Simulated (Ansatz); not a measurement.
PdBi₂ (model structure, started from the PtBi2 type, P31m, No. 157, 9 atoms in the cell): lattice parameter c by level of theory

No measured value is used here.

```json
[
 {"level (code)": "LDA (Ansatz)", "value (Å)": "5.970"},
 {"level (code)": "PBE (Ansatz)", "value (Å)": "6.177"},
 {"level (code)": "PBEsol (Ansatz)", "value (Å)": "6.024"},
 {"level (code)": "r²SCAN (Ansatz)", "value (Å)": "6.165"}
]
```

The crystal itself was run without spin with LDA, PBE, PBEsol, r²SCAN; a magnetic state was not tried in these runs. Density-functional levels without +SOC have no spin–orbit coupling. Cutoffs differ between the levels. Ansatz's density-functional and Hartree–Fock values are scalar-relativistic unless marked +SOC, with PAW data made under PBE.

A model structure was made by putting elements into a prototype or built by hand; it is no filed structure, need not be a known phase, and can be a saddle point held by its symmetry.

Ansatz is a first-principles code.
